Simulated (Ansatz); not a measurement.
The starting structures come from a database of crystals and need not be the phases stable at ambient conditions.

 Where the default PAW files enter, the runs use the earlier of Ansatz's two default sets.

Given:

```yaml
crystal:
  lattice:
    - [4.92239, 0.00000, 0.00000]
    - [0.00000, 4.92239, 0.00000]
    - [0.00000, 0.00000, 7.65414]
  atoms:
    - { symbol: Te, position: [0.97275, 0.97275, 0.00000] }
    - { symbol: Te, position: [0.52725, 0.47275, 0.75000] }
    - { symbol: Te, position: [0.02725, 0.02725, 0.50000] }
    - { symbol: Te, position: [0.47275, 0.52725, 0.25000] }
    - { symbol: O, position: [0.74006, 0.86051, 0.18473] }
    - { symbol: O, position: [0.63949, 0.24006, 0.93473] }
    - { symbol: O, position: [0.25994, 0.13949, 0.68473] }
    - { symbol: O, position: [0.36051, 0.75994, 0.43473] }
    - { symbol: O, position: [0.24006, 0.63949, 0.06527] }
    - { symbol: O, position: [0.13949, 0.25994, 0.31527] }
    - { symbol: O, position: [0.75994, 0.36051, 0.56527] }
    - { symbol: O, position: [0.86051, 0.74006, 0.81527] }
```

Space group of this cell: P4_32_12. The cell is strained (lengths across the current scaled by 1.02, ions clamped); by r2SCAN its mean pressure is -4.4 GPa.

Transport runs along the normal of the first two printed cell vectors, the (001) (indices of the unstrained crystal) plane of the conventional cell.

The gap is the functional's own. No spin-orbit coupling. Mid-gap values are interpolated on the energy grid.

Task: Predict the band gap and the smallest decay constant κ at mid-gap from r2SCAN run with Ansatz (a program for electronic structure).

Result: Gap 3.38 eV on a 6×6×4 mesh; κ = 0.382 1/Å, at (0.167, 0.167) of the in-plane reciprocal vectors. At the zone centre, at the nearest computed energy, the slowest state has κ = 0.40 1/Å.
